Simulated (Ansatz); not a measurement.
Reference: NaI (Fm-3m), PBEsol, rigid bands (plane waves, PAW, scalar-relativistic; Ansatz, a quantum-chemistry and plane-wave program); axes and stresses refer to this cell.

```
CELL_PARAMETERS angstrom
      0.00000     3.20124     3.20124
      3.20124     0.00000     3.20124
      3.20124     3.20124     0.00000
ATOMIC_POSITIONS crystal
  Na 0.00000 0.00000 0.00000
  I  0.50000 0.50000 0.50000
```

The electron conductivity mass is 0.27 mₑ, the Seebeck coefficient, p-type 1e19 cm⁻³ comes out as 499 μV/K and the hole conductivity mass comes out as 1.73 mₑ.

Change: functional r2SCAN on the same cell. What happens to electron conductivity mass, Seebeck coefficient, p-type 1e19 cm⁻³, hole conductivity mass?

electron conductivity mass grows to 0.29 mₑ; Seebeck coefficient, p-type 1e19 cm⁻³ moves little, to 498 μV/K; hole conductivity mass moves little, to 1.75 mₑ.

Masses are for dilute carriers at 300 K, harmonic means over directions unless an axis is named. Seebeck coefficients are for the stated density at 300 K, with one relaxation time for all states and whether or not that doping can be reached. Spin-orbit coupling is left out unless a row names it; without it the gap and masses of crystals with these elements can be far off.
